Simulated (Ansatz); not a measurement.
Consider the following.

```
CELL_PARAMETERS angstrom
      0.00000     2.16420     2.16420
      2.16420     0.00000     2.16420
      2.16420     2.16420     0.00000
ATOMIC_POSITIONS crystal
  Be 0.75000 0.75000 0.75000
  Be 0.25000 0.25000 0.25000
  C  0.00000 0.00000 0.00000
```

These are PBE, rigid bands (plane waves, PAW, scalar-relativistic; Ansatz, a first-principles code) values and carry that method's errors. Condition of this run: functional PBE, cell relaxed with it. Cell: cell and atoms relaxed with PBE.

### Question
What conductivity effective mass do dilute holes have at 300 K?

### Answer
0.43 mₑ.

### Question
What conductivity effective mass do dilute electrons have at 300 K?

### Answer
0.30 mₑ.

### Question
And the band gap?

### Answer
1.17 eV at this level; semilocal functionals usually fall short of the measured gap.

Rigid bands, one relaxation time for all states, no polarons. Spin-orbit coupling is left out.

Formula and space group known from diffraction (Crystallography Open Database), not checked to be the room-temperature form: Be2C (Fm-3m).
